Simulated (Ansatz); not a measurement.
## TaAgO3 under a change: pressure 5 GPa

Start from TaAgO3 (space group R-3c, No. 167; a = 5.477 Å, c = 13.804 Å (hexagonal axes); a cell from a computed database, its experimental status unchecked).

Modification: cell and atoms relaxed at a pressure of 5 GPa.

Method: PBEsol (Ansatz, a first-principles code, PAW, spin-orbit coupling left out). Settings: 8×8×8 k-points, 0.05 eV Fermi–Dirac smearing.

| quantity | base | changed | shift |
|---|---|---|---|
| volume per atom | 11.95 Å³ | 11.67 Å³ | -0.28 Å³ |
| density | 9.36 g/cm³ | 9.58 g/cm³ | +0.226 g/cm³ |
| lattice parameter a | 547.7 pm | 543.5 pm | -4.15 pm |
| c/a ratio | 2.520 | 2.518 | -0.0027 |
| shortest interatomic distance | 199.0 pm | 197.9 pm | -1.1 pm |
| enthalpy H = E + PV relative to the base's energy | – | +0.37 eV/atom | – |
| band gap | 1.77 eV | 1.74 eV | -0.03 eV |
| gap character | indirect, k = (0.125, 0.125, -3/8) in the run's primitive reciprocal basis → F | indirect, k = (0.125, 0.125, -3/8) in the run's primitive reciprocal basis → F | – |
| smallest direct gap | 1.87 eV | 1.85 eV | -0.02 eV |
| mean gap deformation potential ΔEg/Δln V | – | +1.2 eV | – |
| width of the top valence band | 0.35 eV | 0.38 eV | +0.03 eV |
| valley order (the lowest conduction-band minima on the path, energy above the VBM, named in the base's zone) | F (1/2, 0, 1/2) 1.77 eV; Γ 1.97 eV | F (1/2, 0, 1/2) 1.74 eV; Γ 1.94 eV | – |

Final structure:

```
TaAgO3
1.0
    2.71773     1.56908     4.56148
   -2.71773     1.56908     4.56148
    0.00000    -3.13816     4.56148
Ta Ag O
2 2 6
Cartesian
  0.00000   0.00000   0.00000
  0.00000   0.00000   6.84222
  0.00000   0.00000  10.26333
  0.00000   0.00000   3.42111
  0.39187   1.56908   7.98259
 -0.39187  -1.56908   5.70185
 -1.55480  -0.44517   7.98259
  1.55480   0.44517   5.70185
  1.16293  -1.12391   7.98259
 -1.16293   1.12391   5.70185
```

Spin-orbit coupling, missing from the scalar runs, can matter with Ta. Load acts through the strain it causes; cell and atoms are relaxed under it. No phonon test of stability was made. Competing high-pressure phases were not computed.
